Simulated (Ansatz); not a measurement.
Hops of point defects in wurtzite GaN, each between lowest sites run for its defect: PBE bands (Ansatz, an electronic-structure program, plane waves to 420 eV, PAW, climbing-image NEB) beside the CHGNet universal potential on its own band (it has no charge state). Static nuclei, no finite-size correction. The rows are a random draw from the bands that converged and passed our checks of state and shape. Saddle orders were checked for a part of the study's bands only and are not shown. Vacancies start on their lattice site; split forms were not set up. Charge states are imposed.

```
Row                                            Defect                                                                                           Route  Hop (Å)                                Cell and PBE mesh  CHGNet k-points  PBE barrier x (eV)  CHGNet barrier y (eV)
---  ------------------------------------------------  ----------------------------------------------------------------------------------------------  -------  -----------------------------------------------  ---------------  ------------------  ---------------------
1                                N vacancy, charge +1                                                               a nearby N jumps into the vacancy     3.19   72 sites, one k-point at (0.125, 0.250, 0.250)             none                3.95                   2.09
2                          interstitial Ca, charge +2                                                                               Ca moves farthest     2.62                  72 sites, 2×2×2 shifted along c             none                2.85                   1.38
3                          interstitial Mg, charge +2                                                                               Mg moves farthest     3.22   72 sites, one k-point at (0.125, 0.250, 0.250)             none                1.85                   1.06
4                          interstitial Zn, charge +2                                                                               Zn moves farthest     2.61   72 sites, one k-point at (0.125, 0.250, 0.250)             none                1.27                   0.89
5                                N vacancy, charge +3                                                               a nearby N jumps into the vacancy     3.23  192 sites, one k-point at (0.125, 0.250, 0.250)             none                2.35                   1.68
6    Al-vacancy pair (Al on Ga, Ga vacant), charge -3  a nearby Ga jumps into the vacancy (Al-vacancy distance between ideal sites 3.21 Å throughout)     3.08   72 sites, one k-point at (0.125, 0.250, 0.250)             none                2.07                   1.52
7                          interstitial Na, charge +1                                                                               Na moves farthest     3.22   72 sites, one k-point at (0.125, 0.250, 0.250)             none                1.71                      ?
```

**Question.** Fit a straight line y = a x + b to rows 1 to 6, predict row 7, and compare with the computed value.

**Answer.** Means: x̄ = 2.390, ȳ = 1.437 eV. Sums: Sxx = 4.295, Sxy = 1.772 eV². So a = Sxy/Sxx = 0.413 and b = ȳ − a x̄ = 0.450 eV, with a scatter of 0.23 eV about the line. Row 7: 0.413 × 1.71 + 0.450 ≈ 1.16 eV. The computed CHGNet value is 1.90 eV, +0.74 eV from the line, beyond the scatter. The line only summarises these rows of one host.
